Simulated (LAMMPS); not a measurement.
Melts of Cu (fcc) with 25 % of Cu sites Zr cooled to 300 K at several rates.

All values are model results, not measurements: classical MD, pair style eam/fs, file CuZr_mm.eam.fs; code LAMMPS.

```tsv
cooling rate (K/s)	state	density	coordination number of Cu by Zr	rough cost
1e+12	glass	7.79 g/cm³ (one sample)	3.94 (counted to 3.86 Å)	50 core-minutes
1e+13	glass	7.78 g/cm³ (one sample)	3.90 (counted to 3.82 Å)	16 core-minutes
1e+14	glass	7.75 g/cm³ (one sample)	3.75 (counted to 3.82 Å)	6 core-minutes
```

Costs are rough and include melting and analysis.
